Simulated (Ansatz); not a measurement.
**BaTiO3: isotropic strain +3.00 %**

Start from BaTiO3 in the cubic perovskite structure (space group Pm-3m, No. 221; a = 4.0192 Å).

Now apply this change: the cell is scaled by 1.0300 in all directions, atoms relaxed at fixed cell.

Level of theory: PBE/PAW in Ansatz (an electronic-structure program), no spin-orbit coupling. Settings: 8×8×8 k-points, 0.05 eV Fermi–Dirac smearing.

| quantity | base | changed | shift |
|---|---|---|---|
| volume per atom | 12.99 Å³ | 14.19 Å³ | +1.20 Å³ |
| space group | Pm-3m (No. 221) | Pm-3m (No. 221) | – |
| shortest interatomic distance | 2.010 Å | 2.070 Å | +0.060 Å |
| energy relative to the base (free energy F) | 0 meV/atom | +48 meV/atom | +48 meV/atom |
| band gap | 1.78 eV | 1.59 eV | -0.19 eV |
| gap character | indirect, R → Γ | indirect, R → Γ | – |
| smallest direct gap | 1.90 eV | 1.78 eV | -0.12 eV |
| mean gap deformation potential ΔEg/Δln V | – | -2.2 eV | – |
| width of the top valence band | 0.95 eV | 0.89 eV | -0.069 eV |

Stability against distortions was not tested. All final runs are without spin polarisation. Many cubic perovskites are stable only at high temperature; tilts and polar distortions were not tested. This is not the structure that BaTiO3 has at room temperature and ambient pressure.
